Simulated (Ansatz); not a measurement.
## HfO2: pressure series

Base system: HfO₂ in the fluorite structure (space group Fm-3m, No. 225; a = 5.0585 Å).

Cell and atoms are relaxed at each pressure.

Calculations: plane-wave PAW DFT at the r2SCAN level (Ansatz, an electronic-structure program, 500 eV), no spin-orbit coupling.

Notes on the quantities. enthalpy: H = E + PV relative to the base's energy.

```csv
change,enthalpy,electron mass,volume per atom
base,–,"1.1 mₑ along k, 0.76 mₑ across (at X)",10.79 Å³
pressure −2 GPa,-0.14 eV/atom,"1.2 mₑ along k, 0.76 mₑ across (at X)",10.87 Å³
pressure −1 GPa,-0.07 eV/atom,"1.2 mₑ along k, 0.76 mₑ across (at X)",10.83 Å³
pressure 1.8 GPa,+0.12 eV/atom,"1.2 mₑ along k, 0.76 mₑ across (at X)",10.72 Å³
pressure 4.2 GPa,+0.28 eV/atom,"1.1 mₑ along k, 0.75 mₑ across (at X)",10.63 Å³
pressure 9 GPa,+0.60 eV/atom,"1.1 mₑ along k, 0.74 mₑ across (at X)",10.46 Å³
pressure 18 GPa,+1.18 eV/atom,"1.1 mₑ along k, 0.73 mₑ across (at X)",10.17 Å³
pressure 30 GPa,+1.92 eV/atom,"1.1 mₑ along k, 0.72 mₑ across (at X)",9.84 Å³
pressure 45 GPa,+2.83 eV/atom,(withheld),9.50 Å³
pressure 60 GPa,+3.70 eV/atom,(withheld),9.20 Å³
```

Problem. Complete the table.

Solution. 
- pressure 45 GPa, electron mass: 1.0 mₑ along k, 0.70 mₑ across (at X)
- pressure 60 GPa, electron mass: 0.98 mₑ along k, 0.69 mₑ across (at X)

With Hf present, leaving out spin-orbit coupling can change the band edges. The levels and masses belong to the bands next to the band gap. Load acts through the strain it causes; cell and atoms are relaxed under it. Effective masses come from finite differences of ±0.01 Å⁻¹. Along k means along the line from Γ to the band edge. Stability against distortions was not tested. No other phases were tried under pressure. This is not the structure that HfO2 has at room temperature and ambient pressure.
